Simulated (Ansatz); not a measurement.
Results of HSE06+SOC in Ansatz (PAW) for Ta3N5 (Cmcm, No. 63).

Run with plane-wave cutoff 460 eV, 6×6×2 k mesh (along the axes of the cell as run), Fermi–Dirac smearing 0.01 eV, PAW data made under PBE.

Cell (measured lattice):

```yaml
crystal:
  lattice:
    - [1.94310, -5.10590, 0.00000]
    - [1.94310, 5.10590, 0.00000]
    - [0.00000, 0.00000, 10.26240]
  atoms:
    - { symbol: Ta, position: [0.80290, 0.19710, 0.75000] }
    - { symbol: Ta, position: [0.19710, 0.80290, 0.25000] }
    - { symbol: Ta, position: [0.86550, 0.13450, 0.05910] }
    - { symbol: Ta, position: [0.13450, 0.86550, 0.94090] }
    - { symbol: Ta, position: [0.13450, 0.86550, 0.55910] }
    - { symbol: Ta, position: [0.86550, 0.13450, 0.44090] }
    - { symbol: N, position: [0.23680, 0.76320, 0.75000] }
    - { symbol: N, position: [0.76320, 0.23680, 0.25000] }
    - { symbol: N, position: [0.95300, 0.04700, 0.61950] }
    - { symbol: N, position: [0.04700, 0.95300, 0.38050] }
    - { symbol: N, position: [0.04700, 0.95300, 0.11950] }
    - { symbol: N, position: [0.95300, 0.04700, 0.88050] }
    - { symbol: N, position: [0.69140, 0.30860, 0.57380] }
    - { symbol: N, position: [0.30860, 0.69140, 0.42620] }
    - { symbol: N, position: [0.30860, 0.69140, 0.07380] }
    - { symbol: N, position: [0.69140, 0.30860, 0.92620] }
```

### Question
What does this level give for the band gap, smallest direct gap on the k points sampled and direct gap at Γ?

### Answer

- band gap = 2.22 eV (indirect)
- smallest direct gap on the k points sampled = 2.44 eV
- direct gap at Γ = 2.46 eV

Measured, for comparison: band gap 2.18 eV (temperature not stated, no zero-point or thermal correction, indirect, Tauc analysis with phonon absorption and emission, films; as tabulated in Eichhorn et al. (2021), doi:10.1039/d1ta05282a).

Note: cell and atoms aren't relaxed at this level (largest force component 0.27 eV/Å, pressure -0.9 GPa).

Ansatz is a quantum-chemistry and plane-wave program.
